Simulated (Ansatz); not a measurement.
An input for Ansatz (r2SCAN) and the part of its output that reports the quasi-harmonic study. Lengths are of the primitive cell. 

Ansatz 0.2 input:
```yaml
crystal:
  lattice:
    - [-2.115, 2.115, 2.115]
    - [2.115, -2.115, 2.115]
    - [2.115, 2.115, -2.115]
  atoms:
    - { symbol: Na, position: [0.0, 0.0, 0.0] }
kpoints:
  mp_grid: { grid: [12, 12, 12] }
hamiltonian:
  xc: r2scan
  pseudopotentials: { kind: paw }
scf:
  occupations: { method: methfessel_paxton, width: 0.15 }
phonons:
  method: fd
  qmesh: [4, 4, 4]
  temperatures: { t_max: 1000, t_step: 25 }
  thermal_expansion: {}
checkpoint:
  write: run
```

```
--- Thermal expansion: 15 cells in 5 rounds, 0 GPa ---
  no lower state was reached at cell 4; its state was not examined: fill_not_monotonic
  without vibrations: a 3.65848, b 3.65848, c 3.65848 Å, V 37.6946 Å³, B 7.65 GPa
  at 0 K: a 3.67138, b 3.67138, c 3.67138 Å, V 38.0948 Å³, B 7.47 GPa
  zero-point expansion: a +0.353, b +0.353, c +0.353, V +1.062 %
      T/K        a/Å        b/Å        c/Å       V/Å³ | expansion of a, b, c, V (1e-6/K)   | that of V in the mean from 25 °C | C_P, C_V (J/mol K of the cell) | B_T, B_S (GPa)
     0.00    3.67138    3.67138    3.67138    38.0948 |    0.00    0.00    0.00    0.00 |  138.72 |     0.000     0.000 |     7.47     7.47
   100.00    3.68155    3.68155    3.68155    38.4124 |   48.49   48.49   48.49  145.47 |  168.39 |    22.136    21.784 |     7.20     7.31
   200.00    3.70144    3.70144    3.70144    39.0383 |   57.66   57.66   57.66  172.97 |  179.50 |    25.257    24.304 |     6.77     7.04
  the static fit leaves 0.002 meV an atom of the energies and, of the stresses, 0.000 GPa of each cell's largest along a strain (root mean squares over the cells), whose Pulay part it has at -0.004 GPa
  vibrations' free energy: its fit leaves 0.0045 meV an atom at the most
  the electrons' free energy at temperature is in it; its fit leaves 0.0001 meV an atom at the most
  free energies summed between the sampled wave vectors
  estimated error of the fitted expansion in any direction: up to 391.504e-6/K, at 1000 K (an estimate, not a bound: it was exceeded on models of known expansion)
  by sums over the sampled wave vectors an expansion of the volume parts by up to 57.07e-6/K
  by a static energy of one degree less an expansion of the volume parts by up to 41.20e-6/K
  the FFT grids of the static calculations differ: 30 × 30 × 30, 32 × 32 × 32
```

Warnings of the run: thermal_expansion_settings.

Cost: very roughly 2.1 core-hours.

No phase change or melting is allowed for: the numbers belong to this structure as given.

The PAW data sets were generated under PBE and serve the other functionals too.

Ansatz is a program for electronic structure.
